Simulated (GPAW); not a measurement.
## A self-consistent single point of TlS (I4/mcm, 8 atoms in the cell) with GPAW

Method of the run: LDA (Perdew-Wang 92), GPAW PAW datasets LDA (gpaw-data 1.0.1) (plane waves; GPAW).

Input:

```python
from ase import Atoms
from ase.units import GPa
from gpaw import GPAW

atoms = Atoms(['Tl', 'Tl', 'Tl', 'Tl', 'S', 'S', 'S', 'S'],
              cell=[[-3.893000, 3.893000, 3.400000],
                    [3.893000, -3.893000, 3.400000],
                    [3.893000, 3.893000, -3.400000]],
              scaled_positions=[[0.750000, 0.250000, 0.500000],
                                [0.250000, 0.750000, 0.500000],
                                [0.250000, 0.250000, 0.000000],
                                [0.750000, 0.750000, 0.000000],
                                [0.679000, 0.179000, 0.858000],
                                [0.179000, 0.321000, 0.500000],
                                [0.321000, 0.821000, 0.142000],
                                [0.821000, 0.679000, 0.500000]],
              pbc=True)

calc = GPAW(mode={'name': 'pw', 'ecut': 600},
            xc='LDA',
            kpts=(3, 3, 3),
            occupations={'name': 'fermi-dirac', 'width': 0.1},
            nbands=-14,
            convergence={'forces': 0.001},
            symmetry={'symmorphic': False, 'tolerance': 0.0005},
            maxiter=150)

atoms.calc = calc

energy = atoms.get_potential_energy()
print('Energy (eV):', round(energy, 6))
forces = atoms.get_forces()
print('Forces (eV/Ang):')
print(forces.round(5))
stress = atoms.get_stress()
print('Stress (GPa, Voigt):', (stress / GPa).round(4))
```

The program printed (abridged):

```
Input parameters:
  convergence: {forces: 0.001}
  kpts: [3 3 3]
  maxiter: 150
  mode: {ecut: 600,
         name: pw}
  nbands: -14
  occupations: {name: fermi-dirac,
                width: 0.1}
  symmetry: {symmorphic: False,
             tolerance: 0.0005}

species:
  Tl:
    name: Thallium
    Z: 81.0
    valence: 13
    core: 68
    charge: 0.0
    file: Tl.LDA.gz

    # Using partial waves for Tl as LCAO basis

  S:
    name: Sulfur
    Z: 16.0
    valence: 6
    core: 10
    charge: 0.0
    file: S.LDA.gz

    # Using partial waves for S as LCAO basis

Reference energy: -2242289.685845  # eV

Spin-paired calculation

Convergence criteria:
 Maximum [total energy] change in last 3 cyles: 0.0005 eV / valence electron
 Maximum integral of absolute [dens]ity change: 0.0001 electrons / valence electron
 Maximum integral of absolute [eigenst]ate change: 4e-08 eV^2 / valence electron
 Maximum change in the atomic [forces] across last 2 cycles: 0.001 eV/Ang OR
Maximum error relative to the maximum force is below inf
 Maximum number of scf [iter]ations: 150

Symmetries present (total): 16
Symmetries with fractional translations: 8
27 k-points: 3 x 3 x 3 Monkhorst-Pack grid
6 k-points in the irreducible part of the Brillouin zone
       k-points in crystal coordinates                weights
   0:     0.00000000    0.00000000    0.00000000          1/27
   1:     0.33333333   -0.33333333    0.00000000          4/27
   2:     0.33333333   -0.33333333    0.33333333          4/27
   3:     0.33333333    0.00000000    0.00000000          8/27
   4:     0.33333333    0.33333333   -0.33333333          2/27
   5:     0.33333333    0.33333333    0.33333333          8/27

Wave functions: Plane wave expansion
  Cutoff energy: 600.000 eV
  Number of coefficients (min, max): 6858, 6902
  Pulay-stress correction: 0.000000 eV/Ang^3 (de/decut=0.000000)

Occupation numbers: Fermi-Dirac:
  width: 0.1000  # eV

Eigensolver

Densities:
  Coarse grid: 40*40*40 grid
  Fine grid: 80*80*80 grid
  Total Charge: 0.000000

Density mixing:
  Method: separate
  Backend: pulay
  Linear mixing parameter: 0.05
  old densities: 5
  Damping of long wavelength oscillations: 50

Hamiltonian:
  XC and Coulomb potentials evaluated on a 80*80*80 grid
  External potential:
    NoExternalPotential

Number of atoms: 8
Number of atomic orbitals: 52
Number of bands in calculation: 52
Number of valence electrons: 76
Bands to converge: occupied

Density initialized from atomic densities
  52 bands from LCAO basis set

Atomic positions and initial magnetic moments

Positions:
   0 Tl     0.000000    3.893000    1.700000    ( 0.0000,  0.0000,  0.0000)
   1 Tl     3.893000    0.000000    1.700000    ( 0.0000,  0.0000,  0.0000)
   2 Tl     0.000000    0.000000    1.700000    ( 0.0000,  0.0000,  0.0000)
   3 Tl     0.000000   -0.000000    5.100000    ( 0.0000,  0.0000,  0.0000)
   4 S      1.393694    5.286694    0.000000    ( 0.0000,  0.0000,  0.0000)
   5 S      2.499306    1.393694    0.000000    ( 0.0000,  0.0000,  0.0000)
   6 S      2.499306   -1.393694    3.400000    ( 0.0000,  0.0000,  0.0000)
   7 S      1.393694    2.499306    3.400000    ( 0.0000,  0.0000,  0.0000)

Unit cell:
           periodic     x           y           z      points  spacing
  1. axis:    yes   -3.893000    3.893000    3.400000    40     0.1280
  2. axis:    yes    3.893000   -3.893000    3.400000    40     0.1280
  3. axis:    yes    3.893000    3.893000   -3.400000    40     0.1376

  Lengths:   6.470773   6.470773   6.470773
  Angles:  106.026788 106.026788 116.604320

Effective grid spacing dv^(1/3) = 0.1477

     iter     time        total  log10-change:
                         energy   eigst   dens  force
iter:   1 --:--:--   -34.438960
iter:   2 --:--:--   -34.181582   -1.61  -1.24
iter:   3 --:--:--   -33.241096   -1.63  -1.29
iter:   4 --:--:--   -33.214563   -2.43  -1.60
iter:   5 --:--:--   -33.196634   -2.63  -1.69
iter:   6 --:--:--   -33.165860   -2.93  -2.15
iter:   7 --:--:--   -33.163672c  -3.84  -2.42
iter:   8 --:--:--   -33.157381c  -3.64  -2.51
iter:   9 --:--:--   -33.157373c  -5.10  -3.09
iter:  10 --:--:--   -33.157188c  -4.98  -3.14
iter:  11 --:--:--   -33.157233c  -5.11  -3.30
iter:  12 --:--:--   -33.157215c  -6.65  -3.77
iter:  13 --:--:--   -33.157204c  -7.33  -3.80
iter:  14 --:--:--   -33.157141c  -5.48  -3.83
iter:  15 --:--:--   -33.157139c  -7.32  -4.20c
iter:  16 --:--:--   -33.157139c  -8.31c -4.25c
iter:  17 --:--:--   -33.157141c  -6.75  -4.27c
iter:  18 --:--:--   -33.157142c  -7.87c -4.48c -2.48
iter:  19 --:--:--   -33.157142c  -8.89c -4.56c -3.10c

Converged after 19 iterations.

Dipole moment: (-0.000000, 0.000000, -0.000000) |e|*Ang

Energy contributions relative to reference atoms: (reference = -2242289.685845)

Kinetic:        +31.652056
Potential:      -32.133083
External:        +0.000000
XC:             -33.107199
Entropy (-ST):   -0.004888
Local:           +0.433528
SIC:             +0.000000
--------------------------
Free energy:    -33.159586
Extrapolated:   -33.157142

Showing only first 2 kpts
 Kpt  Band  Eigenvalues  Occupancy
  0    36      3.71677    2.00000
  0    37      4.02983    1.99999
  0    38      6.01568    0.00094
  0    39      6.59691    0.00000

  1    36      4.02989    1.99999
  1    37      4.26582    1.99989
  1    38      5.99584    0.00115
  1    39      6.18242    0.00018

Fermi level: 5.24986

Gap: 0.915 eV
Transition (v -> c):
  (s=0, k=4, n=37, [0.33, 0.33, -0.33]) -> (s=0, k=5, n=38, [0.33, 0.33, 0.33])
Direct/indirect transitions are different
Direct gap: 1.150 eV
Transition at: (s=0, k=4, n=37, [0.33, 0.33, -0.33])
Energy (eV): -33.157142

Forces in eV/Ang:
  0 Tl    0.00000   -0.00000    0.00000
  1 Tl    0.00000    0.00000    0.00000
  2 Tl    0.00000   -0.00000   -0.00000
  3 Tl    0.00000   -0.00000   -0.00000
  4 S    -0.35252   -0.35252    0.00000
  5 S     0.35252   -0.35252   -0.00000
  6 S     0.35252    0.35252    0.00000
  7 S    -0.35252    0.35252   -0.00000

Stress tensor:
     0.021680     0.000000    -0.000000
     0.000000     0.021680     0.000000
    -0.000000     0.000000     0.022201
Stress (GPa, Voigt): [ 3.4735  3.4735  3.557   0.     -0.      0.    ]
```

The run converged in 19 iterations. GPAW prints stress with tension positive.

The starting cell comes from a database of published, mostly measured structures (it also holds non-ambient and calculated ones), without a prior relaxation at this level. Spin-orbit coupling is off. With a pressure of about -4 GPa the cell is away from its equilibrium volume at this level. The log's line on a gap gives a spacing of levels on this mesh, which the program prints for metals too.

Cost on one core of a shared machine: roughly 70 s.
